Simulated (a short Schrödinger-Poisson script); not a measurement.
System: gated In0.52Al0.48As/In0.53Ga0.47As modulation-doped gas in a quantum well, at 77 K.

```csv
layer,material,thickness (nm),Nd (cm⁻³),Na (cm⁻³)
1,In0.52Al0.48As,10,-,-
2,In0.52Al0.48As,40,2.8e18,-
3,In0.52Al0.48As,10,-,-
4,In0.53Ga0.47As,8,-,-
5,In0.52Al0.48As,4000,-,3e14
```

Constants are typed, rounded textbook-type inputs, not results; the design itself was drawn at random and stands for no fabricated device. In0.52Al0.48As: permittivity 12.5, conduction-band edge (eV) 0.52, gap (eV) 1.45, electron mass (mₑ) 0.075, Nv at 300 K (cm⁻³) 1.1e19. In0.53Ga0.47As: permittivity 13.9, conduction-band edge (eV) 0, gap (eV) 0.74, Nv at 300 K (cm⁻³) 7.7e18.

Channel valleys (confinement mass, in-plane density-of-states mass, number): Γ 0.041, 0.041, 1. At the gate the conduction-band edge of layer 1 lies 0.65 eV − eVg above the Fermi level of the channel; the field vanishes at the back. Donor level 0.02 eV below the band edge. The barrier under the gate holds no holes. Gaps are held at their typed values at every temperature. Mesh 0.08 nm at interfaces.

Solved with a short Schrödinger-Poisson script written for these runs: 1D Poisson equation in equilibrium, electrons quantum, Hartree (BenDaniel-Duke, 40 states a valley, the channel's in-plane mass for all, wave functions free to enter the barrier), parabolic valleys, classical holes, donors ionised by Fermi statistics, acceptors fully, no traps, pinning or gate leakage.

The same stack at other levels of the model or other numerical settings:

```json
[
 {"run": "base", "sheet density of all electrons at Vg = 0.4 V (cm⁻²)": "1.53e12", "sheet density of all electrons at Vg = -3.1 V (cm⁻²)": "1.46e12", "capacitance at Vg = 0.4 V (μF/cm²)": "0.762", "centroid of the channel electrons at Vg = 0.4 V (nm)": "3.65", "rough cost against the base": "about 1"},
 {"run": "electrons treated as classical, Boltzmann", "sheet density of all electrons at Vg = 0.4 V (cm⁻²)": "2.21e12", "sheet density of all electrons at Vg = -3.1 V (cm⁻²)": "1.77e12", "capacitance at Vg = 0.4 V (μF/cm²)": "0.762", "centroid of the channel electrons at Vg = 0.4 V (nm)": "?", "rough cost against the base": "0.03"},
 {"run": "electrons treated as classical, Fermi-Dirac", "sheet density of all electrons at Vg = 0.4 V (cm⁻²)": "1.64e12", "sheet density of all electrons at Vg = -3.1 V (cm⁻²)": "1.52e12", "capacitance at Vg = 0.4 V (μF/cm²)": "0.762", "centroid of the channel electrons at Vg = 0.4 V (nm)": "?", "rough cost against the base": "0.1"},
 {"run": "electrons treated as quantum, Hartree plus LDA exchange-correlation", "sheet density of all electrons at Vg = 0.4 V (cm⁻²)": "?", "sheet density of all electrons at Vg = -3.1 V (cm⁻²)": "1.50e12", "capacitance at Vg = 0.4 V (μF/cm²)": "0.762", "centroid of the channel electrons at Vg = 0.4 V (nm)": "3.63", "rough cost against the base": "2"},
 {"run": "mesh six times as coarse", "sheet density of all electrons at Vg = 0.4 V (cm⁻²)": "1.53e12", "sheet density of all electrons at Vg = -3.1 V (cm⁻²)": "1.45e12", "capacitance at Vg = 0.4 V (μF/cm²)": "0.762", "centroid of the channel electrons at Vg = 0.4 V (nm)": "3.63", "rough cost against the base": "0.2"},
 {"run": "one subband a valley", "sheet density of all electrons at Vg = 0.4 V (cm⁻²)": "1.49e12", "sheet density of all electrons at Vg = -3.1 V (cm⁻²)": "1.46e12", "capacitance at Vg = 0.4 V (μF/cm²)": "0.762", "centroid of the channel electrons at Vg = 0.4 V (nm)": "3.65", "rough cost against the base": "0.2"}
]
```

Task: What belongs in the gaps?

Result: 
- electrons treated as classical, Fermi-Dirac, centroid of the channel electrons at Vg = 0.4 V (nm): 3.47
- electrons treated as quantum, Hartree plus LDA exchange-correlation, sheet density of all electrons at Vg = 0.4 V (cm⁻²): 1.60e12
- electrons treated as classical, Boltzmann, centroid of the channel electrons at Vg = 0.4 V (nm): 1.08

The classical rows ignore confinement, and Boltzmann statistics overrate the density once the band edge passes the Fermi level.
